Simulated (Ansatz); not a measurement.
Consider a periodic stack without vacuum, fcc Al (1 1 1) on wurtzite ZnO (0 0 1) (film strained to the substrate, faces as cut): substrate slab Zn18O18, film Al16, surface cells [[1, 2], [-2, -1]] and [[0, -2], [2, 0]], film strained by -0.6 and -0.6 %, faces Zn/O and Al/Al as cut (like faces can put a slab off its formula). Its start:

```xyz
52
Lattice="5.6802 0.0000 0.0011 -2.8401 4.9192 -0.0009 0.4788 -0.2753 26.1694" Properties=species:S:1:pos:R:3 pbc="T T T"
Zn     0.8407     1.7057     1.0936
Zn     3.6982     3.3259     1.0603
Zn     3.9520    -0.0953     1.0730
Zn     1.9043     3.2719     3.7499
Zn     1.9045    -0.0054     3.7178
Zn     4.7345     1.6399     3.7343
O      0.9509     1.6387     3.1225
O      3.7882     3.2787     3.1072
O      3.8061    -0.0101     3.1101
O      1.8985     3.2768     5.7584
O      1.8993    -0.0036     5.7378
O      4.7366     1.6377     5.7486
Zn     0.9509     1.6324     6.3996
Zn     3.7949     3.2797     6.4031
Zn     3.7879    -0.0008     6.4029
Zn     1.8956     3.2774     9.0531
Zn     1.8953    -0.0005     9.0578
Zn     4.7368     1.6388     9.0555
O      0.9493     1.6373     8.4067
O      3.7904     3.2790     8.4100
O      3.7885    -0.0008     8.4100
O      1.8945     3.2773    11.0696
O      1.8951     0.0006    11.0730
O      4.7374     1.6386    11.0713
Zn     0.9486     1.6396    11.7030
Zn     3.7883     3.2780    11.6964
Zn     3.7897    -0.0010    11.6966
Zn     1.9041     3.2691    14.3204
Zn     1.8818    -0.0033    14.3159
Zn     4.7399     1.6528    14.3211
O      0.9483     1.6400    13.7354
O      3.7879     3.2785    13.7250
O      3.7896     0.0000    13.7221
O      1.8309     3.4669    16.3447
O      2.0826    -0.0423    16.3403
O      4.5984     1.4983    16.3465
Al    -0.5602     2.1120    18.0317
Al     2.1038     2.6990    18.0244
Al     1.2665     0.0883    18.0137
Al     3.7836     0.0017    16.8354
Al     2.4246     0.8415    20.3854
Al     5.2320     0.7854    20.4584
Al     0.9231     3.2830    20.4535
Al     3.7899     3.2842    20.1880
Al     2.3832     4.0712    22.7474
Al    -0.5244     4.0928    22.7095
Al     3.8103     1.6917    22.7189
Al     0.9941     1.6183    22.7366
Al    -0.3789     2.4125    25.0617
Al     2.3931     2.5167    25.2013
Al     0.9042    -0.0478    25.2057
Al     3.7026     0.0484    24.9081
```

The start was prepared with a machine-learned potential, and the result is one local minimum, with the in-plane cell held and forces under 0.04 eV/Å; the film can end far from its bulk form.

These are PBE (plane waves to 420 eV, PAW; Ansatz, a first-principles code) values and carry that method's errors. Scalar-relativistic, without spin–orbit coupling; the runs are not spin-polarised; PBE gaps are too small against experiment. Its k-point mesh 5×5×1, Fermi–Dirac width 0.05 eV.

Q: Predict the relaxed interface.

A: 
```
Quantity                                                                                   Result
--------------------------------------------------------------------------------  ---------------
interface area                                                                            27.9 Å²
period                                                                                    25.49 Å
gaps between the outermost planes at the two interfaces                           0.86 and 2.13 Å
Al–O contacts across the interfaces within 1.22 times the sum of covalent radii    9, mean 1.89 Å
Al–Zn contacts across the interfaces within 1.22 times the sum of covalent radii   7, mean 2.71 Å
```
